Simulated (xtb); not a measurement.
xtb 6.7.1, GFN2-xTB: CC1(C)c2cc(-c3ccc4c(c3)sc3ccccc34)sc2-c2sc(-c3cc4cc5sccc5cc4s3)cc21, 58 atoms. The geometry is a generated start, not checked to be a minimum at this level.

- method: GFN2-xTB
- --acc: 1 (default)
- --etemp (K): 300 (default)
- detailed input (--input): none: ANC optimiser, Lindh (1995) Hessian, microcycle=20, maxdispl=1.0, hlow=0.01 (default)
- basis functions: 202
- valence electrons: 182

The structure is relaxed from this start with --opt LEVEL for the levels crude, sloppy, loose, lax, normal, tight, vtight, extreme, once each. Up to the end of the extreme run atoms move by at most 1.9 Å along an axis.

Question: Which level is enough to come within 1 meV of the tightest end point?

Answer: tight: 71 cycles against 108, ending 0.57 meV above.

```tsv
level	cycles	energy above the extreme run (meV)	gradient norm (eV/Å)
crude	6	66	0.32
sloppy	13	42	0.13
loose	20	22	0.14
lax	22	20	0.061
normal	45	4.3	0.022
tight	71	0.57	0.0084
vtight	104	under 0.01	0.0016
extreme	108	—	0.0015
```
